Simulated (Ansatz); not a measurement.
How a calculation on Mg5Sc (Amm2, 6 atoms in the cell) responds to its settings

```
CELL_PARAMETERS angstrom
      5.16169     0.00000     0.00000
      0.00000     1.64192     8.12663
      0.00000    -1.64192     8.12663
ATOMIC_POSITIONS crystal
  Mg 0.00000 0.00553 0.00553
  Mg 0.00000 0.67124 0.67124
  Mg 0.00000 0.33492 0.33492
  Mg 0.50000 0.55258 0.55258
  Mg 0.50000 0.88644 0.88644
  Sc 0.50000 0.21596 0.21596
```

Base run A: PBEsol, default PAW files made with PBE (Ansatz, a program for electronic structure), self-consistent single point.

Its settings: kpoints.mp_grid.grid = 5 8 8; hamiltonian.xc = pbesol; hamiltonian.pseudopotentials = {kind: paw} (the program's default PAW files); scf.occupations.method = cold; scf.occupations.width = 0.02 Ry.

The starting cell comes from a database of computed structures (which also holds hypothetical and non-ambient phases and stackings), without a prior relaxation at this level. Ansatz's pressure includes its estimate of the finite-basis (Pulay) stress.

| run | change | pressure (GPa) | largest force (eV/Å) |
|---|---|---|---|
| A | base | -0.36 | 0.081 |
| B | hamiltonian.xc: pbesol → lda [LDA (PW92)] | -2.03 | 0.106 |
| C | hamiltonian.xc: pbesol → blyp [BLYP] | 1.30 | 0.056 |
| D | hamiltonian.xc: pbesol → r2scan [r2SCAN] | 0.21 | 0.042 |

Run B against A: The pressure goes from -0.36 to -2.03 GPa and the largest force goes from 0.081 to 0.106 eV/Å.

Run D against A: The pressure goes from -0.36 to 0.21 GPa and the largest force goes from 0.081 to 0.042 eV/Å.

Left out of this page: 2 runs of the series held back from this collection.

Keys are those of Ansatz 0.2.
